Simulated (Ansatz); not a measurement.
## A computed series for SrTiO3: pressure series

The parent structure is SrTiO3 in the cubic perovskite structure (space group Pm-3m, No. 221; a = 3.907 Å).

Cell and atoms are relaxed at each pressure.

Level of theory: Ansatz (a first-principles code) r2SCAN, spin-orbit coupling left out.

Notes on the quantities. enthalpy: H = E + PV relative to the base's energy.

```
change            band gap  volume per atom  smallest direct gap  width of the top valence band       enthalpy
----------------  --------  ---------------  -------------------  -----------------------------  -------------
base               2.26 eV         11.93 Å³              2.63 eV                        1.06 eV              –
pressure −2 GPa    2.24 eV         12.06 Å³              2.61 eV                        1.05 eV  -0.15 eV/atom
pressure −1 GPa    2.25 eV         11.99 Å³              2.62 eV                        1.05 eV  -0.07 eV/atom
pressure 0.3 GPa   2.26 eV         11.91 Å³              2.63 eV                        1.06 eV  +0.02 eV/atom
pressure 0.7 GPa   2.27 eV         11.88 Å³              2.63 eV                        1.06 eV  +0.05 eV/atom
pressure 1.5 GPa   2.28 eV         11.83 Å³              2.64 eV                        1.06 eV  +0.11 eV/atom
pressure 3 GPa     2.30 eV         11.75 Å³              2.65 eV                        1.07 eV  +0.22 eV/atom
pressure 5 GPa     2.32 eV         11.63 Å³              2.67 eV                        1.08 eV  +0.37 eV/atom
pressure 7.5 GPa   2.34 eV         11.50 Å³              2.69 eV                        1.09 eV  +0.55 eV/atom
pressure 10 GPa    2.37 eV         11.37 Å³              2.70 eV                        1.09 eV  +0.73 eV/atom
```

Load acts through the strain it causes; cell and atoms are relaxed under it. No phonon test of stability was made. No other phases were tried under pressure. The final runs are not spin-polarised. Many cubic perovskites are stable only at high temperature; tilts and polar distortions were not tested.
